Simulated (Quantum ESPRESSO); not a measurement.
Input and output of a self-consistent single point for Zn3Cd (I4/mmm, 4 atoms in the cell) (Quantum ESPRESSO).

Level of theory: PBEsol-D3(0), GBRV 1.5 ultrasoft (PBESOL) pseudopotentials (plane waves; Quantum ESPRESSO 7.5).

```xyz
4
Lattice="2.0585 -2.0585 4.1036 2.0585 2.0585 4.1036 -2.0585 -2.0585 4.1036" Properties=species:S:1:pos:R:3 pbc="T T T"
Zn    -2.0585     0.0000     2.0518
Zn     0.0000     2.0585     2.0518
Zn     0.0000     0.0000     4.1036
Cd     0.0000     0.0000     0.0000
```

Reference input (self-consistent single point, DFT, PBEsol, plane waves, GBRV 1.5 ultrasoft (PBESOL) pseudopotentials): ecutwfc = 50 Ry; ecutrho = 250 Ry; occupations = smearing; smearing = methfessel-paxton; degauss = 0.0073499 Ry; potentials = {Zn: zn_pbesol_v1.uspp.F.UPF, Cd: cd_pbesol_v1.uspp.F.UPF}; K_POINTS = automatic 7 7 7 0 0 0; conv_thr = 1e-10 Ry; mixing_beta = 0.5. This run's input differs from it in these lines:

```diff
@@ -18,2 +18,5 @@
   degauss = 0.0073499
+  vdw_corr = 'grimme-d3'
+  dftd3_version = 3
+  dftd3_threebody = .false.
 /
```

Output (repeated stretches shortened):

```
     Self-consistent Calculation

     iteration #  1     ecut=    50.00 Ry     beta= 0.50

     negative rho (up, down):  2.222E-02 0.000E+00

     total energy              =   -1497.70036372 Ry
     estimated scf accuracy    <       1.15756684 Ry

     iteration #  2     ecut=    50.00 Ry     beta= 0.50

     negative rho (up, down):  2.200E-02 0.000E+00

     total energy              =   -1498.15105667 Ry
     estimated scf accuracy    <       0.77400630 Ry

     iteration #  3     ecut=    50.00 Ry     beta= 0.50

     negative rho (up, down):  2.209E-02 0.000E+00

     total energy              =   -1498.25039245 Ry
     estimated scf accuracy    <       0.01823328 Ry

   [... 6 blocks of this kind left out ...]

     iteration # 10     ecut=    50.00 Ry     beta= 0.50

     negative rho (up, down):  2.222E-02 0.000E+00

     total energy              =   -1498.25761577 Ry
     estimated scf accuracy    <          1.9E-10 Ry

     iteration # 11     ecut=    50.00 Ry     beta= 0.50

     negative rho (up, down):  2.222E-02 0.000E+00
     End of self-consistent calculation

     the Fermi energy is    12.0710 ev

!    total energy              =   -1498.25761577 Ry
     estimated scf accuracy    <          4.2E-11 Ry
     smearing contrib. (-TS)   =       0.00016947 Ry
     internal energy E=F+TS    =   -1498.25778524 Ry

     DFT-D3 Dispersion         =      -0.07651118 Ry

     convergence has been achieved in  11 iterations

     negative rho (up, down):  2.222E-02 0.000E+00

     Forces acting on atoms (cartesian axes, Ry/au):

     atom    1 type  1   force =     0.00000000    0.00000000    0.00000000
   [... zero for the other atoms too ...]

     Total force =     0.000000     Total SCF correction =     0.000000

     negative rho (up, down):  2.222E-02 0.000E+00
          total   stress  (Ry/bohr**3)                   (kbar)     P=      -80.54
  -0.00062542   0.00000000   0.00000000          -92.00        0.00        0.00
   0.00000000  -0.00062542  -0.00000000            0.00      -92.00       -0.00
   0.00000000  -0.00000000  -0.00039165            0.00       -0.00      -57.61

   JOB DONE.
```

The run converged in 11 iterations. Against the reference run the pressure goes from -5.71 to -8.05 GPa.

The starting cell comes from a database of computed structures (which also holds hypothetical and non-ambient phases and stackings), without a prior relaxation at this level. Its lattice was rescaled by a random factor within 2.5 % of one. With a pressure of about -8 GPa the cell is away from its equilibrium volume at this level.

Cost on one core of a shared machine: roughly 3 min.
